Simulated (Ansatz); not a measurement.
An Ansatz (a quantum-chemistry and plane-wave program) input (PBEsol-D3(BJ) (Ansatz; PAW; 420 eV plane waves; spin-orbit coupling left out)):

Ansatz 0.2 input:
```yaml
crystal:
  lattice:
    - [3.7177692184, 0, 0]
    - [-1.8588846092, 3.2196825886, 0]
    - [0, 0, 5.6289410176]
  atoms:
    - { symbol: Sn, position: [0, 0, 0] }
    - { symbol: Se, position: [0.3333333333, 0.6666666667, 0.2760226649] }
    - { symbol: Se, position: [0.6666666667, 0.3333333333, 0.7239773351] }
basis: { ecutwfc: 420, ecutrho_ratio: 4, xc_grid: 2, fft_grid_basis: typed }
kpoints: { mp_grid: { grid: [10, 10, 6] } }
hamiltonian:
  xc: pbesol
  dispersion: d3bj
  pseudopotentials: { kind: paw }
scf: { occupations: { method: fermi_dirac, width: 0.05 }, convergence: { dr2_threshold: 0.0000000003 } }
relax: { f_tol: 0.005, max_steps: 50 }
output: { forces: true, stress: true }
checkpoint: { write: state.ck, write_every: 1000 }
```

Problem. Which symmetry and how many k-points will the program report, and about how many plane waves at Γ?

Solution. Space group P-3m1 (ITA 164) with 12 operations, k-points 72 of 600, and 1303 plane waves at Γ.

Problem. And the final pressure?

Solution. 3.49 GPa (compression positive).

The mesh was chosen for an insulator and is coarse for the gapless case. The cells carry an imposed strain or load. Whether these cells are dynamically stable was not tested. All final runs are without spin polarisation. The cell was made from SnSe2 in the CdI2 type structure (space group P-3m1, No. 164; layered, stacked along the Cartesian z axis) by this change: isotropic strain −2.00 %.
